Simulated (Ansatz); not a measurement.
Abridged Ansatz (an electronic-structure program) output:

```
Pseudopotential: Pb, paw, valence charge 14
Pseudopotential: F, paw, valence charge 7
Crystal: 12 atoms, lattice volume = 189.743 Å³
Basis set: ecut = 420 eV, 3737 PW (Γ), exchange–correlation on 90×54×108 points (8 copies of the dense FFT grid, shifted against one another)
Bands: 68, of which v1, the nominal top of the filled ones, is band 56 counted from 1 (55 counted from 0)
Symmetry: 8 space group operations
k-points: 36 of 112
Functional: x = pbesol(κ = 0.804, μ = 0.12345679012345678), c = pbesol(β = 0.046)
SCF iter   1: F=—  HF=-53428.889483 eV  |F-HF|=—  |Δ(HF+E_count)|=         —  Δρ=1.61e-2  dr2=3.41e-1  ethr=1.77e-3  ⟨swp⟩=6.6  Hψ=9609  notcnv=0  defer=10
SCF iter   2: F=—  HF=-53428.807280 eV  |F-HF|=—  |Δ(HF+E_count)|=   8.22e-2  Δρ=4.25e-3  dr2=1.40e-2  ethr=3.05e-4  ⟨swp⟩=2.5  Hψ=5018  notcnv=0  defer=263
SCF 1 converged in 9 iterations: F = -53428.804435 eV  dr2 = 1.46e-10
SCF converged after 9 iterations
Free energy (F): -53428.804435 eV
Internal energy: -53428.804435 eV  (E = F + TS)
E sigma→0 (E₀):  -53428.804435 eV
Fermi energy:    8.260522 eV
--- Forces (eV/Å), atoms counted from 1 ---
  atom   1  Pb    -0.00060291     0.00000000     0.00059536
  atom   2  Pb     0.00060291     0.00000000    -0.00059536
  atom   3  Pb     0.00060291     0.00000000     0.00059536
  atom   4  Pb    -0.00060291    -0.00000000    -0.00059536
  atom   5  F     -0.00028102     0.00000000    -0.00003026
  atom   6  F      0.00028102    -0.00000000     0.00003026
  atom   7  F      0.00028102    -0.00000000    -0.00003026
  atom   8  F     -0.00028102     0.00000000     0.00003026
  atom   9  F      0.00044316     0.00000000     0.00024653
  atom  10  F     -0.00044316    -0.00000000    -0.00024653
  atom  11  F     -0.00044316     0.00000000     0.00024653
  atom  12  F      0.00044316    -0.00000000    -0.00024653
--- Stress (GPa, compression-positive) ---
        0.004927      -0.000000       0.000000
       -0.000000      -0.005493       0.000000
        0.000000       0.000000      -0.001654
  P = ⅓ Tr σ = -0.0007 GPa (-0.007 kbar)
```

Task: What was computed, and what are the main results?

Result: PbF2, 12 atoms in the cell, with Kohn–Sham DFT with the PBEsol functional, run in Ansatz with PAW and 420 eV plane waves, no spin-orbit coupling. The last SCF converged to F = -53428.804435 eV, or -4452.4004 eV per atom, at a pressure of 0.00 GPa. The total energy compares only with runs of the same code, potentials and settings.

With Pb present, leaving out spin-orbit coupling can change the band edges. Stability against distortions was not tested. The cell is PbF$_{2}$ (space group Pnma, No. 62).
